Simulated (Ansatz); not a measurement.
Take Ag in the fcc (Cu type) structure (space group Fm-3m, No. 225; a = 4.1043 Å; relaxed with 0.1 eV smearing) as the base.

Method: Kohn–Sham DFT with the r2SCAN functional, run in Ansatz (a program for electronic structure) with PAW and 500 eV plane waves, no spin-orbit coupling.

For the base:

| Quantity | Result |
|---|---|
| Pressure | 0.0 GPa |

The change: the cell is scaled by 1.0100 in all directions, atoms relaxed at fixed cell.

Task: Estimate the effect on the energy relative to the base.

Result: The energy rises by 4.8 meV/atom.

Task: Predict the new pressure.

Result: The pressure goes from zero to -2.8 GPa.

The cells carry an imposed strain or load. Whether these cells are dynamically stable was not tested.
